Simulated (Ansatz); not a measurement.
TiRh$_{3}$ in the Cu3Au type structure (space group Pm-3m, No. 221)

```
CELL_PARAMETERS angstrom
      3.79983     0.00000     0.00000
      0.00000     3.79983     0.00000
      0.00000     0.00000     3.79983
ATOMIC_POSITIONS crystal
  Ti 0.00000 0.00000 0.00000
  Rh 0.50000 0.50000 0.00000
  Rh 0.00000 0.50000 0.50000
  Rh 0.50000 0.00000 0.50000
```

All numbers come from PBEsol, PAW, 420 eV (Ansatz, a quantum-chemistry and plane-wave program; no SOC). Settings: 12×12×12 k-points, 0.05 eV Fermi–Dirac smearing.

```json
{
  "volume_per_atom": "13.72 Å³",
  "density": "10.79 g/cm³",
  "band_gap": "zero",
  "total_energy": "-5373.174 eV/atom (σ→0; compares only within this code and set-up)"
}
```

Whether these cells are dynamically stable was not tested. All final runs are without spin polarisation.
